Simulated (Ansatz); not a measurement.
The parent structure is Sn (space group I4_1/amd, No. 141; a = 5.888 Å, c = 3.185 Å).

Calculations: Ansatz (an electronic-structure program) r2SCAN, spin-orbit coupling left out, earlier PAW set.

For the base:

```
Item               Result
---------------  --------
Volume per atom  27.60 Å³
c/a ratio           0.541
```

Now apply this change: a hydrostatic pressure of 7 GPa.

### Question
How does this affect the volume per atom and c/a ratio?

### Answer
The volume per atom drops by 2.66 Å³, from 27.60 Å³ to 24.94 Å³; the c/a ratio hardly moves (0.541 against 0.542).

Load acts through the strain it causes; cell and atoms are relaxed under it. No phonon test of stability was made. No other phases were tried under pressure.
